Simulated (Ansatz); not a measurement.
Start from TiC in the rock salt structure (space group Fm-3m, No. 225; relaxed with 0.1 eV smearing).

```
CELL_PARAMETERS angstrom
      0.00000     2.14668     2.14668
      2.14668     0.00000     2.14668
      2.14668     2.14668     0.00000
ATOMIC_POSITIONS crystal
  Ti 0.00000 0.00000 0.00000
  C  0.50000 0.50000 0.50000
```

Cartesian axes are those of the cell as printed.

Level of theory: DFT with PBEsol, PAW potentials and a 420 eV plane-wave cutoff in Ansatz (a quantum-chemistry and plane-wave program), without spin-orbit coupling.

Before the change:

The band gap is zero.

The change: uniaxial strain ε_zz = −3.00 %, all other strain components held at zero; the atoms relax in the strained cell.

Q: Predict the new stress, energy relative to the base and band gap.

A: The stress (xx, yy, zz, yz, xz, xy; compression positive) comes out as (3.9, 3.9, 19.6, 0.0, 0.0, 0.0) GPa; the energy grows by 17 meV/atom; the band gap is still zero.

Whether these cells are dynamically stable was not tested. The final runs are not spin-polarised.
